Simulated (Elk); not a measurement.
A self-consistent single point of Ir (Fm-3m, 1 atom in the cell) with Elk.

Computed with PBE, all-electron FP-LAPW, Elk's shipped species files, APW+lo basis with extra local orbitals in Elk.

```
Ir
1.0
    0.00000     1.97051     1.97051
    1.97051     0.00000     1.97051
    1.97051     1.97051     0.00000
Ir
1
Direct
  0.00000   0.00000   0.00000
```

Reference input (self-consistent single point, DFT, PBE, all-electron FP-LAPW, Elk's shipped species files, APW+lo basis with extra local orbitals): xctype = 20; rgkmax = 7.5; stype = 3; swidth = 0.00183747 Ha; ngridk = 12 12 12; gmaxvr = 16 1/bohr; nxlo = 2; lorbcnd = true; rmtscf = 0.88; lmaxi = 3. This run's input differs from it in these lines:

```diff
@@ -45,3 +45,3 @@
 ngridk
-  12 12 12
+  7 7 7
```

Output (repeated stretches shortened):

```
│ Self-consistent loop started │
│ Loop number : 1 │
 total energy                :     -17860.4911680
│ Loop number : 2 │
 total energy                :     -17860.6964758
RMS change in Kohn-Sham potential (target) :   0.1510032091     (  0.1000000000E-05)
Absolute change in total energy (target)   :   0.2053077468     (  0.1000000000E-03)
│ Loop number : 3 │
 total energy                :     -17860.8086301
RMS change in Kohn-Sham potential (target) :   0.1462782484     (  0.1000000000E-05)
Absolute change in total energy (target)   :   0.1634812354     (  0.1000000000E-03)
│ Loop number : 4 │
   [... lines left out ...]
Absolute change in total energy (target)   :   0.8887008116E-03 (  0.1000000000E-03)
│ Loop number : 12 │
 total energy                :     -17858.2562024
RMS change in Kohn-Sham potential (target) :   0.1631786252E-05 (  0.1000000000E-05)
Absolute change in total energy (target)   :   0.2728290601E-03 (  0.1000000000E-03)
│ Loop number : 13 │
 total energy                :     -17858.2562284
RMS change in Kohn-Sham potential (target) :   0.3627105017E-06 (  0.1000000000E-05)
Absolute change in total energy (target)   :   0.4223746510E-04 (  0.1000000000E-03)
Convergence targets achieved

│ Loop number : 14 │

Energies :
 Fermi                       :     0.486495203606
 total energy                :     -17858.2562436

Density of states at Fermi energy :    13.31880408
 (states/Hartree/unit cell)

Estimated indirect band gap :   0.5209978711E-02
 from k-point     11 to k-point     16
Estimated direct band gap   :   0.4452174437E-01
 at k-point     16

Charges :
 core                        :    48.00000000
 valence                     :    29.00000000
 interstitial                :    1.767611674
 muffin-tins (core leakage)
  species :    1 (Ir)
   atom    1                 :    75.23238833     (  0.1323899746E-02)
 total in muffin-tins        :    75.23238833
 total calculated charge     :    76.99452015
 total charge                :    77.00000000
 error                       :   0.5479846422E-02

│ Self-consistent loop stopped │
```

The run converged in 14 iterations. The count includes the last loop, which Elk runs after its targets are met. Against the reference run the free energy goes down by 55.4 meV/atom.

The starting cell comes from a database of computed structures (which also holds hypothetical and non-ambient phases and stackings), without a prior relaxation at this level. Its lattice was rescaled by a random factor within 2.5 % of one. Spin-orbit coupling is off. Spin polarisation is off. Values depend on the basis (sphere radii, cutoffs, local orbitals), which need not be converged. The log's line on a gap gives a spacing of levels on this mesh, which the program prints for metals too.
